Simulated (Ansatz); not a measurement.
## Y, element substitutions

Take Y in the hcp (Mg type) structure (space group P6_3/mmc, No. 194; a = 3.5994 Å, c = 5.5871 Å) as the base.

Each row replaces one element on all its sites; cell and atoms are relaxed.

Levels (all Ansatz, a first-principles code, PAW): PBEsol (420 eV, no spin-orbit coupling); r2SCAN (500 eV, no spin-orbit coupling).

Pressures by level, all at the geometries relaxed with PBEsol:

```json
[
 {"case": "base", "PBEsol": "0.0 GPa", "r2SCAN": "3.0 GPa"},
 {"case": "Y → Mg", "PBEsol": "0.0 GPa", "r2SCAN": "0.1 GPa"},
 {"case": "Y → Sc", "PBEsol": "0.0 GPa", "r2SCAN": "?"}
]
```

### Question
Some entries are withheld; estimate them.

### Answer

- Y → Sc, r2SCAN: 3.1 GPa

Single points use the geometry relaxed with PBEsol. Their cutoffs differ, which shifts pressures a little. Stability against distortions was not tested. The final runs are not spin-polarised.
